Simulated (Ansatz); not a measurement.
Take TiS$_{2}$ in the CdI2 type structure (space group P-3m1, No. 164; layered, stacked along the Cartesian z axis) as the base.

Space group P-3m1 (No. 164); a = b = 3.361 Å, c = 5.523 Å, α = β = 90.00°, γ = 120.00°

```csv
atom,site,symmetry,x,y,z
Ti,1a,-3m.,0.0000,0.0000,0.0000
S,2d,3m.,0.3333,0.6667,0.2586
```

Level of theory: Ansatz (a first-principles code), PBE-D3(BJ), PAW, cutoff 420 eV, no SOC, earlier PAW set.

One change was made to it. Results:

```tsv
quantity	base	after
c/a ratio	1.643	1.597
shortest interatomic distance	2.409 Å	2.374 Å
```

Name the change that was made.
A. pressure 3 GPa
B. pressure 15 GPa
C. pressure −2 GPa
D. pressure 100 GPa
E. pressure 7 GPa

E, pressure 7 GPa. For comparison, the shortest interatomic distance in the other runs: pressure 100 GPa gives 2.198 Å; pressure −2 GPa gives 2.422 Å; pressure 15 GPa gives 2.344 Å; pressure 3 GPa gives 2.393 Å.

Load acts through the strain it causes; cell and atoms are relaxed under it. Stability against distortions was not tested. No other phases were tried under pressure. The base started in P3m1 and relaxed to P-3m1 at this level. The final runs are not spin-polarised.
